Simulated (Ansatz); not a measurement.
NiAs-type NiSb was calculated with PBE0 (Ansatz, a first-principles code, plane waves, PAW).

Run with plane-wave cutoff 460 eV, 9×9×6 k mesh (along the axes of the cell as run), Fermi–Dirac smearing 0.05 eV, no spin polarisation, scalar-relativistic PAW data made under PBE.

Computed at the level's own relaxed cell.

Question: Estimate the lattice parameter a and lattice parameter c that the calculation returns.

Answer: 
lattice parameter a: 3.893 Å
lattice parameter c: 5.127 Å

Measured, for comparison: lattice constant a 3.946 Å, lattice parameter c 5.148 Å (temperature not stated, not corrected to a static lattice; as tabulated in Wikipedia's data pages). Computed (rounded) less measured: lattice constant a -1.3 %, lattice parameter c -0.4 %. A static lattice is as a rule a little smaller and stiffer than an uncorrected measurement, which narrows the difference in the lattice constant a, lattice parameter c and would widen misses of the other sign.

Note: the run has no spin polarisation, so it can have missed a magnetic state.

Spin–orbit coupling is not included.

Static lattice: no zero-point or thermal effects.
